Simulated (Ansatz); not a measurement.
Consider the following.

```yaml
crystal:
  lattice:
    - [3.32943, 0.00000, 0.00000]
    - [0.00000, 3.32943, 0.00000]
    - [1.66471, -1.66471, 2.37227]
  atoms:
    - { symbol: B, position: [0.00000, 0.00000, 0.00000] }
    - { symbol: As, position: [0.75000, 0.75000, 0.50000] }
```

No spin polarisation.

Method: LDA (Ansatz, an electronic-structure program), no spin-orbit coupling. k-mesh 12×12×12 (Γ-centred); smearing 0.05 eV (Fermi–Dirac).

Problem. Predict the space group.

Solution. I-4m2 (No. 119).

Problem. Predict the pressure (mean of the normal stresses, compression positive).

Solution. 1.11 GPa.

The cells carry an imposed strain or load. No phonon test of stability was made. The cell was made from BAs in the zinc blende structure (space group F-43m, No. 216) by this change: biaxial strain −0.50 %, plane normal [001], relaxed out of plane.
